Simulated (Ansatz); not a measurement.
Start from NaF in the rock salt structure (space group Fm-3m, No. 225; a = 4.629 Å).

Calculations: DFT with PBEsol, PAW potentials and a 420 eV plane-wave cutoff in Ansatz (a program for electronic structure), without spin-orbit coupling.

For the base:

The band gap is 6.20 eV. The gap character is direct at Γ and the density is 2.81 g/cm³.

Now apply this change: a hydrostatic pressure of 1.5 GPa.

Q: How does this affect the band gap?

A: The band gap goes up by 0.15 eV (6.20 eV → 6.35 eV).

Q: How does this affect the gap character?

A: The gap character is still direct at Γ.

Q: Estimate the effect on the density.

A: The density rises by 0.08 g/cm³, from 2.81 g/cm³ to 2.89 g/cm³.

Load acts through the strain it causes; cell and atoms are relaxed under it. No phonon test of stability was made.
